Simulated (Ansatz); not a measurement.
A (16,0) carbon nanotube has 64 atoms in a period of 4.273 Å, a mean diameter of 12.60 Å, and lies 49 meV/atom over the flat sheet relaxed at the same level.

These are PBE (plane waves to 420 eV, PAW; Ansatz, a quantum-chemistry and plane-wave program) values and carry that method's errors. Mesh 1×1×18. No spin polarisation. It repeats along c; a and b span vacuum. An idealised model, rolled from the flat sheet. Symmetry and one short period hold its shape; lower forms weren't sought.

Question: Which bending rigidity of the sheet does this imply in the thin-plate picture?

Answer: A plate bent to radius R stores D/(2R²) an area. The area an atom is π × 12.60 × 4.273/64 = 2.64 Å², so the stored energy is 0.049/2.64 = 0.0186 eV/Å². With R = 6.300 Å, D = 2R² × 0.0186 = 1.5 eV.
